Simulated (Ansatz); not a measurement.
Take Cu in the fcc (Cu type) structure (space group Fm-3m, No. 225; a = 3.6297 Å) as the base.

Calculations: Ansatz (an electronic-structure program) PBE, no spin-orbit coupling.

Base values:

| Item | Value |
|---|---|
| Lattice parameter a | 3.630 Å |

Modification: a hydrostatic pressure of 15 GPa.

### Question
Predict the new lattice parameter a.

### Answer
The lattice parameter a shrinks by 0.102 Å, from 3.630 Å to 3.528 Å.

Load acts through the strain it causes; cell and atoms are relaxed under it. Whether these cells are dynamically stable was not tested. Competing high-pressure phases were not computed. All final runs are without spin polarisation.
